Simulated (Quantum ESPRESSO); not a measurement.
Input and output of a self-consistent single point for SiBi3O7 (P6_3, 22 atoms in the cell) (Quantum ESPRESSO).

Computed with LDA (PW92), PseudoDojo standard norm-conserving (LDA) pseudopotentials (plane waves; Quantum ESPRESSO).

```
SiBi3O7
1.0
    8.33883     0.00000     0.00000
   -4.16942     7.22164     0.00000
    0.00000     0.00000     5.41386
Si Bi O
2 6 14
Cartesian
  0.00000   4.81443   4.46221
  4.16942   2.40721   1.75528
 -1.71234   6.52569   1.59157
  1.83125   1.77992   4.29850
 -0.62583   2.47587   1.59157
  5.88175   0.69595   4.29850
  2.33817   5.44172   1.59157
  4.79524   4.74577   4.29850
 -2.47563   6.62672   3.66042
  1.36211   1.16940   0.95349
 -0.33168   1.76432   3.66042
  6.64505   0.59492   0.95349
  2.80731   6.05224   3.66042
  4.50109   5.45732   0.95349
 -1.44329   4.26756   5.14252
  3.92138   0.88386   2.43559
  1.19525   3.83794   5.14252
  5.61270   2.95408   2.43559
  0.24804   6.33778   5.14252
  2.97417   3.38370   2.43559
  0.00000   4.81443   2.79025
  4.16942   2.40721   0.08332
```

Reference input (self-consistent single point, DFT, LDA (PW92), plane waves, PseudoDojo standard norm-conserving (LDA) pseudopotentials): ecutwfc = 85 Ry; occupations = smearing; smearing = methfessel-paxton; degauss = 0.0147 Ry; potentials = {Si: Si.upf, Bi: Bi.upf, O: O.upf}; K_POINTS = automatic 3 3 4 0 0 0; conv_thr = 1e-10 Ry; mixing_beta = 0.7. This run's input differs from it in these lines:

```diff
@@ -12,3 +12,3 @@
     ntyp = 3
-    ecutwfc = 85
+    ecutwfc = 42
     occupations = 'smearing'
```

The program printed (abridged):

```
     Self-consistent Calculation

     iteration #  1     ecut=    42.00 Ry     beta= 0.70

     total energy              =   -1454.73596875 Ry
     estimated scf accuracy    <       4.76666707 Ry

     iteration #  2     ecut=    42.00 Ry     beta= 0.70

     total energy              =   -1455.49862207 Ry
     estimated scf accuracy    <       7.55973109 Ry

     iteration #  3     ecut=    42.00 Ry     beta= 0.70

     total energy              =   -1456.90560937 Ry
     estimated scf accuracy    <       0.34288803 Ry

   [... 9 blocks of this kind left out ...]

     iteration # 13     ecut=    42.00 Ry     beta= 0.70

     total energy              =   -1456.99690229 Ry
     estimated scf accuracy    <          1.7E-10 Ry

     iteration # 14     ecut=    42.00 Ry     beta= 0.70
     End of self-consistent calculation

     the Fermi energy is     7.6001 ev

!    total energy              =   -1456.99690229 Ry
     estimated scf accuracy    <          2.0E-11 Ry
     smearing contrib. (-TS)   =      -0.00398741 Ry
     internal energy E=F+TS    =   -1456.99291488 Ry

     convergence has been achieved in  14 iterations

     Forces acting on atoms (cartesian axes, Ry/au):

     atom    1 type  1   force =     0.00000000    0.00000000    0.00214934
     atom    2 type  1   force =     0.00000000    0.00000000    0.00214934
     atom    3 type  2   force =    -0.01200493    0.01565027    0.01712112
     atom    4 type  2   force =    -0.01955599   -0.00257144    0.01712112
     atom    5 type  2   force =    -0.00755106   -0.01822171    0.01712112
   [... lines left out ...]

     Total force =     0.103154     Total SCF correction =     0.000018

          total   stress  (Ry/bohr**3)                   (kbar)     P=     -859.35
  -0.00584148   0.00000000   0.00000000         -859.31        0.00        0.00
   0.00000000  -0.00584148   0.00000000            0.00     -859.31        0.00
   0.00000000   0.00000000  -0.00584234            0.00        0.00     -859.44

   JOB DONE.
```

The run converged in 14 iterations. Against the reference run the free energy rises by 1.60 eV/atom, the pressure goes from -13.12 to -85.94 GPa and the largest force goes from 0.900 to 0.672 eV/Å.

The starting cell comes from a database of computed structures (which also holds hypothetical and non-ambient phases and stackings), without a prior relaxation at this level. Its lattice was rescaled by a random factor within 2.5 % of one. At the lowered cutoff the pressure carries the error of an incomplete plane-wave basis. The run gives no clean gap (levels at the Fermi energy touch, overlap or are partly filled at this smearing), which alone does not show that the compound is a metal.

Cost on one core of a shared machine: roughly 6 min.
